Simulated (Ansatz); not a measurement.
This Ansatz (an electronic-structure program) input is the reference run, CsPbBr3 in the cubic perovskite structure (space group Pm-3m, No. 221), computed with Kohn–Sham DFT with the PBE functional, run in Ansatz with PAW and 420 eV plane waves, no spin-orbit coupling:

Ansatz 0.2 input:
```yaml
crystal:
  lattice:
    - [6.0027802833, 0, 0]
    - [0, 6.0027802833, 0]
    - [0, 0, 6.0027802833]
  atoms:
    - { symbol: Cs, position: [0, 0, 0] }
    - { symbol: Pb, position: [0.5, 0.5, 0.5] }
    - { symbol: Br, position: [0, 0.5, 0.5] }
    - { symbol: Br, position: [0.5, 0.5, 0] }
    - { symbol: Br, position: [0.5, 0, 0.5] }
basis: { ecutwfc: 420, ecutrho_ratio: 4, xc_grid: 2, fft_grid_basis: typed }
kpoints: { mp_grid: { grid: [6, 6, 6] } }
hamiltonian:
  xc: pbe
  dispersion: none
  pseudopotentials: { kind: paw }
scf: { occupations: { method: fermi_dirac, width: 0.05 }, convergence: { dr2_threshold: 0.0000000005 } }
output: { forces: true, stress: true }
```

Q: Write the input for this change: every lattice vector is shortened by 3.49 %, atoms relaxed at fixed cell.

A: 
Ansatz 0.2 input:
```yaml
crystal:
  lattice:
    - [5.7932832514, 0, 0]
    - [0, 5.7932832514, 0]
    - [0, 0, 5.7932832514]
  atoms:
    - { symbol: Cs, position: [0, 0, 0] }
    - { symbol: Pb, position: [0.5, 0.5, 0.5] }
    - { symbol: Br, position: [0, 0.5, 0.5] }
    - { symbol: Br, position: [0.5, 0.5, 0] }
    - { symbol: Br, position: [0.5, 0, 0.5] }
basis: { ecutwfc: 420, ecutrho_ratio: 4, xc_grid: 2, fft_grid_basis: typed }
kpoints: { mp_grid: { grid: [6, 6, 6] } }
hamiltonian:
  xc: pbe
  dispersion: none
  pseudopotentials: { kind: paw }
scf: { occupations: { method: fermi_dirac, width: 0.05 }, convergence: { dr2_threshold: 0.0000000005 } }
relax: { f_tol: 0.005, max_steps: 50 }
output: { forces: true, stress: true }
checkpoint: { write: state.ck, write_every: 1000 }
```
This is the input that was run.

The cells carry an imposed strain or load. No phonon test of stability was made. Many cubic perovskites are stable only at high temperature; tilts and polar distortions were not tested. This is not the structure that CsPbBr3 has at room temperature and ambient pressure.
